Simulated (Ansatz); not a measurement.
Input and output of a self-consistent single point for Ta2O5 (Pccm, 14 atoms in the cell) (Ansatz, a first-principles code).

Method of the run: PBEsol, default PAW files made with PBE (plane waves; Ansatz).

```
CELL_PARAMETERS angstrom
      3.67700     0.00000     0.00000
      0.00000     6.21700     0.00000
      0.00000     0.00000     7.79400
ATOMIC_POSITIONS crystal
  O  0.99800 0.68100 0.50000
  O  0.00200 0.31900 0.50000
  O  0.00200 0.68100 0.00000
  O  0.99800 0.31900 0.00000
  O  0.50000 0.50000 0.75000
  O  0.50000 0.50000 0.25000
  Ta 0.50000 0.50000 0.50000
  Ta 0.50000 0.50000 0.00000
  O  0.50000 0.00000 0.50000
  O  0.50000 0.00000 0.00000
  Ta 0.00000 0.00000 0.50000
  Ta 0.00000 0.00000 0.00000
  O  0.00000 0.00000 0.75000
  O  0.00000 0.00000 0.25000
```

Reference input (self-consistent single point, DFT, PBEsol, plane waves, default PAW files made with PBE): kpoints.mp_grid.grid = 7 4 3; hamiltonian.xc = pbesol; hamiltonian.pseudopotentials = {kind: paw} (the program's default PAW files); scf.occupations.method = gaussian; scf.occupations.width = 0.0073 Ry. This run's input differs from it in these lines:

Ansatz 0.2 input:
```diff
@@ -23,3 +23,4 @@
   mp_grid:
-    grid: [7, 4, 3]
+    grid: [5, 3, 3]
+    shift: [0.5, 0.5, 0.5]
 hamiltonian:
```

Output (repeated stretches shortened):

```
SCF iter   1: F=—  HF=-44844.444059 eV  |F-HF|=—  |Δ(HF+E_count)|=         —  Δρ=1.56e-2  dr2=3.36e-1  ethr=1.77e-3  ⟨swp⟩=5.9  Hψ=3278  notcnv=0  defer=10
all-band conjugate gradients solve this SCF's bands
preconditioner: auto → Resta (q_TF=auto, 2.525 Å⁻¹)
SCF iter   2: F=—  HF=-44844.373148 eV  |F-HF|=—  |Δ(HF+E_count)|=   7.09e-2  Δρ=4.88e-3  dr2=5.01e-2  ethr=3.00e-4  ⟨swp⟩=2.0  Hψ=1470  notcnv=0  defer=83
   [... lines left out ...]
SCF iter   6: F=—  HF=-44844.363782 eV  |F-HF|=—  |Δ(HF+E_count)|=   5.13e-5  Δρ=1.22e-4  dr2=3.15e-5  ethr=2.07e-7  ⟨swp⟩=2.0  Hψ=1166  notcnv=0  defer=83
SCF iter   7: F=—  HF=-44844.363893 eV  |F-HF|=—  |Δ(HF+E_count)|=   1.12e-4  Δρ=9.76e-5  dr2=1.48e-5  ethr=2.82e-8  ⟨swp⟩=2.0  Hψ=1329  notcnv=0  defer=84
SCF iter   8: F=—  HF=-44844.363894 eV  |F-HF|=—  |Δ(HF+E_count)|=   4.89e-7  Δρ=1.75e-5  dr2=5.44e-7  ethr=1.32e-8  ⟨swp⟩=2.0  Hψ=1189  notcnv=0  defer=84
SCF iter   9: F=-44844.363894 eV  HF=-44844.363894 eV  |F-HF|=2.27e-8  |Δ(HF+E_count)|=   6.27e-7  Δρ=5.65e-6  dr2=6.31e-8  ethr=8.93e-11  ⟨swp⟩=10.9  Hψ=3542  notcnv=0
SCF 1 converged in 9 iterations: F = -44844.363894 eV  dr2 = 6.31e-8
Free energy (F): -44844.363894 eV
Internal energy: -44844.363869 eV  (E = F + TS)
E sigma→0 (E₀):  -44844.363882 eV
Entropy (-TS):   -0.000025 eV (-0.002 meV/atom)
Fermi energy:    9.292886 eV
--- Forces (eV/Å), atoms counted from 1 ---
  atom   1  O      0.02488145    -0.83470666     0.00000000
  atom   2  O     -0.02488145     0.83470666     0.00000000
  atom   3  O     -0.02488145    -0.83470666     0.00000000
  atom   4  O      0.02488145     0.83470666     0.00000000
  atom   5  O     -0.00000000     0.00000000     0.00000000
  atom   6  O      0.00000000    -0.00000000     0.00000000
  atom   7  Ta     0.00000000    -0.00000000     0.00000000
  atom   8  Ta     0.00000000    -0.00000000     0.00000000
   [... lines left out ...]
  atom  14  O      0.00000000     0.00000000     0.00000000
--- Stress (GPa, compression-positive) ---
        2.852085       0.000000       0.000000
        0.000000      11.659582      -0.000000
        0.000000      -0.000000      -6.704134
  P = ⅓ Tr σ = 2.6025 GPa (26.025 kbar)
  The stress holds the Pulay correction. Without it, at fixed plane waves, as pw.x and ABINIT print it: P = 1.8886 GPa
```

The run converged in 9 iterations. Against the reference run the free energy falls by 1.1 meV/atom, the pressure moves little (2.63 to 2.60 GPa) and the largest force moves little (0.833 to 0.835 eV/Å).

The starting cell comes from a database of published, mostly measured structures (it also holds non-ambient and calculated ones), without a prior relaxation at this level. Ansatz's pressure includes its estimate of the finite-basis (Pulay) stress. Without the estimate this run gives 1.89 GPa.
